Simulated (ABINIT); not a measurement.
## Worked example: self-consistent single point of CuAu (P4/mmm, 2 atoms in the cell) in ABINIT

Method: PBE, PAW (JTH v2.0 PBE PAW) (plane waves; ABINIT).

The input file:

```
# CuAu, JTH v2.0 PBE PAW
pp_dirpath "./"
pseudos "Cu.GGA_PBE-JTH.xml, Au.GGA_PBE-JTH.xml"
acell 3*1.0
rprim
         5.2539828676    0.0000000000    0.0000000000
         0.0000000000    5.2539828676    0.0000000000
         0.0000000000    0.0000000000    6.6010854739
natom 2
ntypat 2
znucl 29 79
typat 1 2
xcart
         1.3901440000    1.3901440000    1.7465720000
         0.0000000000    0.0000000000    0.0000000000
      Angstrom
ecut 30
pawecutdg 60
occopt 7
tsmear 0.136 eV
nband 21
kptopt 1
ngkpt 16 16 12
nshiftk 1
shiftk 0 0 0
nstep 50
tolvrs 1.0e-12
prtwf 0
prtden 0
enunit 1
```

The program printed (abridged):

```
 Symmetries : space group P4/m m m (#123); Bravais tP (primitive tetrag.)

 -outvars: echo values of preprocessed input variables --------
            acell      1.0000000000E+00  1.0000000000E+00  1.0000000000E+00 Bohr
             ecut      3.00000000E+01 Hartree
           enunit           1
              ixc     -101130
         kptrlatt       16    0    0      0   16    0      0    0   12
          kptrlen      7.92130257E+01
            natom           2
            nband          21
            ngfft          27      27      36
          ngfftdg          40      40      48
             nkpt         315
            nstep          50
             nsym          16
           ntypat           2
           occopt           7
        pawecutdg      6.00000000E+01 Hartree
            rprim      5.2539828676E+00  0.0000000000E+00  0.0000000000E+00
                       0.0000000000E+00  5.2539828676E+00  0.0000000000E+00
                       0.0000000000E+00  0.0000000000E+00  6.6010854739E+00
          spgroup         123
           tolvrs      1.00000000E-12
           tsmear      4.99790825E-03 Hartree
            typat      1  2
           useylm           1
             xred      5.0000000218E-01  5.0000000218E-01  5.0000000218E-01
                       2.1839011710E-09  2.1839011710E-09  2.1839352549E-09
            znucl       29.00000   79.00000

== DATASET  1 ==================================================================

 Real(R)+Recip(G) space primitive vectors, cartesian coordinates (Bohr,Bohr^-1):
 R(1)=  5.2539829  0.0000000  0.0000000  G(1)=  0.1903318  0.0000000  0.0000000
 R(2)=  0.0000000  5.2539829  0.0000000  G(2)=  0.0000000  0.1903318  0.0000000
 R(3)=  0.0000000  0.0000000  6.6010855  G(3)=  0.0000000  0.0000000  0.1514902
 Unit cell volume ucvol=  1.8221858E+02 bohr^3
 Angles (23,13,12)=  9.00000000E+01  9.00000000E+01  9.00000000E+01 degrees

 Coarse grid specifications (used for wave-functions):

 getcut: wavevector=  0.0000  0.0000  0.0000  ngfft=  27  27  36
         ecut(hartree)=     30.000   => boxcut(ratio)=   2.00705

 Fine grid specifications (used for densities):

 getcut: wavevector=  0.0000  0.0000  0.0000  ngfft=  40  40  48
         ecut(hartree)=     60.000   => boxcut(ratio)=   2.08538

   2.17238152E+03                                ecore*ucvol(ha*bohr**3)

_setup2: Arith. and geom. avg. npw (full set) are    1430.220    1430.201

--- !BeginCycle
solver: {iscf: 17, nstep: 50, nline: 4, wfoptalg: 10, }
tolerances: {tolvrs: 1.00E-12, }
...

     iter   Etot(hartree)      deltaE(h)  residm     nres2
 ETOT  1  -229.79138071984    -2.298E+02 5.477E+01 3.816E+01
 ETOT  2  -232.18984829027    -2.398E+00 1.864E-01 2.823E+01
 ETOT  3  -232.11201348588     7.783E-02 5.153E-02 1.141E+01
 ETOT  4  -232.11569700206    -3.684E-03 7.238E-02 6.445E+00
 ETOT  5  -232.10864030150     7.057E-03 4.018E-02 1.230E-01
 ETOT  6  -232.11786755829    -9.227E-03 1.937E-02 9.007E-01
   [... 22 lines left out ...]
 ETOT 29  -232.11756137099    -2.558E-12 1.209E-04 3.662E-11
 ETOT 30  -232.11756137099    -1.251E-12 9.334E-05 1.753E-11
 ETOT 31  -232.11756137098     2.757E-12 6.725E-05 2.625E-11
 ETOT 32  -232.11756137099    -3.325E-12 5.934E-05 2.730E-12
 ETOT 33  -232.11756137099     5.684E-14 4.086E-05 1.359E-13

 At SCF step   33       nres2   =  1.36E-13 < tolvrs=  1.00E-12 =>converged.

 Cartesian components of stress tensor (hartree/bohr^3)
  sigma(1 1)= -6.80630353E-04  sigma(3 2)=  0.00000000E+00
  sigma(2 2)= -6.80630353E-04  sigma(3 1)=  0.00000000E+00
  sigma(3 3)= -6.65134189E-04  sigma(2 1)=  0.00000000E+00

 ----iterations are completed or convergence reached----

 reduced coordinates (array xred) for    2 atoms
       0.500000002184      0.500000002184      0.500000002184
       0.000000002184      0.000000002184      0.000000002184
 cartesian forces (eV/Angstrom) at end:
    1     -0.00000000000000    -0.00000000000000    -0.00000000000000
    2     -0.00000000000000    -0.00000000000000    -0.00000000000000
 frms,max,avg= 0.0000000E+00 0.0000000E+00   0.000E+00  0.000E+00  0.000E+00 e/A
 length scales=  1.000000000000  1.000000000000  1.000000000000 bohr
              =  0.529177208590  0.529177208590  0.529177208590 angstroms
 Fermi (or HOMO) energy (eV) =   8.61791   Average Vxc (eV)= -12.22089
 Eigenvalues (   eV  ) for nkpt= 315  k points:
 kpt#   1, nband= 21, wtk=  0.00033, kpt=  0.0000  0.0000  0.0000 (reduced coord)
-103.92765  -61.31904  -61.30135  -61.30135   -1.91881    1.44400    1.57971    4.15430
   4.15430    5.23691    5.61550    6.37424    6.82334    7.07031    7.07031   11.26082
  18.13677   18.46135   18.46135   25.62338   25.75281
 prteigrs : prtvol=0 or 1, do not print more k-points.

--- !EnergyTerms
comment             : Components of total free energy in Hartree
kinetic             :  2.02650430608448E+01
hartree             :  5.28605778084679E+01
xc                  : -5.81492678821173E+00
Ewald energy        : -1.49863711036777E+02
psp_core            :  1.19218441110267E+01
local_psp           : -1.31613875446742E+02
spherical_terms     : -2.98723362321029E+01
internal            : -2.32117384523494E+02
'-kT*entropy'       : -1.76577605908356E-04
total_energy        : -2.32117561101100E+02
total_energy_eV     : -6.31624005576904E+03
...

-Cartesian components of stress tensor (GPa)         [Pressure=  1.9873E+01 GPa]
- sigma(1 1)= -2.00248330E+01  sigma(3 2)=  0.00000000E+00
- sigma(2 2)= -2.00248330E+01  sigma(3 1)=  0.00000000E+00
- sigma(3 3)= -1.95689202E+01  sigma(2 1)=  0.00000000E+00

 Calculation completed.
```

The run converged in 33 iterations.

The starting cell comes from a database of computed structures (which also holds hypothetical and non-ambient phases and stackings), without a prior relaxation at this level. Its lattice was rescaled by a random factor within 2.5 % of one. Spin polarisation is off. With a pressure of about 20 GPa the cell is away from its equilibrium volume at this level.

These are the values that this program gave, and no reference: the one-centre exchange-correlation terms come from a truncated expansion.

Cost on one core of a shared machine: roughly 20 min.
